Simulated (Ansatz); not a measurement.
# Short convergence ladders for CdAu (P4mm, 2 atoms in the cell)

```
CdAu
1.0
    3.35088     0.00000     0.00000
    0.00000     3.35088     0.00000
    0.00000     0.00000     3.35088
Cd Au
1 1
Cartesian
  0.00000   0.00000   0.05000
  1.67544   1.67544   1.67544
```

Base method: LDA (PW92), default PAW files made with PBE (plane waves; Ansatz, a first-principles code).

Base settings: basis.ecutwfc = 420 eV; kpoints.mp_grid.grid = 10 10 10; hamiltonian.xc = lda; hamiltonian.pseudopotentials = {kind: paw} (the program's default PAW files); scf.occupations.method = fermi_dirac; scf.occupations.width = 0.1 eV.

The count of work is k-points × plane waves × bands × iterations; it is no time. 

**The k-point mesh at a smearing width of 0.02 eV**

In this ladder: scf.occupations.width = 0.02 eV.

Only quantities that move along the ladder and can be compared are tabulated.

| kpoints.mp_grid.grid | free energy less the last step's (meV/atom) | pressure (GPa) | largest difference of a force vector from the last step's (eV/Å) | count of work / last |
|---|---|---|---|---|
| 4 4 4 | 8.61 | -6.04 | 0.019 | 0.019 |
| 5 5 5 | -17.24 | -6.85 | 0.004 | 0.019 |
| 6 6 6 | 19.74 | -6.84 | 0.005 | 0.043 |
| 7 7 7 | 0.88 | -7.36 | 0.001 | 0.043 |
| 9 9 9 | 2.35 | -6.80 | 0.001 | 0.080 |
| 11 11 11 | -0.21 | -6.90 | 0.002 | 0.13 |
| 13 13 13 | 1.05 | -7.04 | 0.002 | 0.21 |
| 19 19 19 | 0.02 | -6.99 | 0.000 | 0.59 |
| 23 23 23 | 0.00 | -6.98 | 0.000 | 1.0 |

Coarsest kpoints.mp_grid.grid that holds the pressure within 0.1 GPa of the last step, with all finer ones: 11 11 11, at 0.13 of the last step's count of work; the step before is off by 0.18 GPa.

Coarsest kpoints.mp_grid.grid that holds the forces within 0.01 eV/Å of the last step, with all finer ones: 5 5 5, at 0.019 of the last step's count of work; the step before is off by 0.019 eV/Å.

Coarsest kpoints.mp_grid.grid that holds the free energy within 2 meV/atom of the last step, with all finer ones: 11 11 11, at 0.13 of the last step's count of work; the step before is off by 2.4 meV/atom.

**The width of Fermi-Dirac smearing**

In this ladder: kpoints.mp_grid.grid = 16 16 16.

Narrow widths need finer meshes than wide ones, so the last steps can hold mesh noise.

Only quantities that move along the ladder and can be compared are tabulated; pressure and forces are left out, as mesh noise rules them at narrow widths.

| scf.occupations.width | free energy less the last step's (meV/atom) | energy extrapolated to zero width less the last step's (meV/atom) |
|---|---|---|
| 1 eV | -523.47 | 97.39 |
| 0.5 eV | -110.25 | 5.94 |
| 0.3 eV | -37.68 | 0.56 |
| 0.2 eV | -16.04 | -0.16 |
| 0.1 eV | -3.32 | -0.25 |
| 0.05 eV | 0.00 | 0.00 |

Widest scf.occupations.width that holds the energy extrapolated to zero width within 0.5 meV/atom of the last step, with all finer ones: 0.2 eV; the step before is off by 0.56 meV/atom.

Widest scf.occupations.width that holds the free energy within 5 meV/atom: not settled: the last two steps still differ by 3.3 meV/atom, over half the tolerance, so the ladder does not show it.

The extrapolation to zero width removes most of the smearing's effect on the energy.

**The width of cold smearing**

In this ladder: kpoints.mp_grid.grid = 16 16 16; scf.occupations.method = cold.

Narrow widths need finer meshes than wide ones, so the last steps can hold mesh noise.

Only quantities that move along the ladder and can be compared are tabulated; pressure and forces are left out, as mesh noise rules them at narrow widths.

```csv
scf.occupations.width,free energy less the last step's (meV/atom)
1 eV,3.83
0.5 eV,0.47
0.3 eV,-0.09
0.2 eV,-0.28
0.1 eV,-0.13
0.05 eV,0.00
```

Widest scf.occupations.width that holds the free energy within 2 meV/atom of the last step, with all finer ones: 0.5 eV; the step before is off by 3.8 meV/atom.

On the base run: the starting cell comes from a database of computed structures (which also holds hypothetical and non-ambient phases and stackings), without a prior relaxation at this level. Its lattice was rescaled by up to half a per cent. One atom was moved a little off its site on purpose. In the base run, with a pressure of about -7 GPa the cell is away from its equilibrium volume at this level. Ansatz's pressure includes its estimate of the finite-basis (Pulay) stress.

Left out of this page: 4 runs of the series outside the window shown, repeating another row's setting, or not comparable.

Keys are those of Ansatz 0.2.
